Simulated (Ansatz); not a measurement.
The starting structures come from a database of crystals and need not be the phases stable at ambient conditions.

 Where the default PAW files enter, the runs use the earlier of Ansatz's two default sets.

By LDA, the system below comes out a metal.

A figure of merit of an interconnect metal is its ballistic conductance per area.

Input:

```xyz
3
Lattice="2.8816 0.0000 0.0000 -1.4408 2.4955 0.0000 1.4408 0.8318 5.0021" Properties=species:S:1:pos:R:3 pbc="T T T"
Mo     1.4408     2.4955     3.6449
Mo     1.4408     0.8318     1.3572
N      0.0000     0.0000     0.0000
```

Space group of this cell: R-3m. The cell is taken as given; by LDA its mean pressure is -12.4 GPa.

The current flows along the normal of the first two printed cell vectors, the (001) plane of the conventional cell. No spin-orbit coupling; the value is a mean over 0.1 eV about the Fermi level.

### Question
State the ballistic conductance per area according to LDA (Ansatz, a program for electronic structure).

### Answer
0.67 × 10¹⁵ S/m² for both spins.
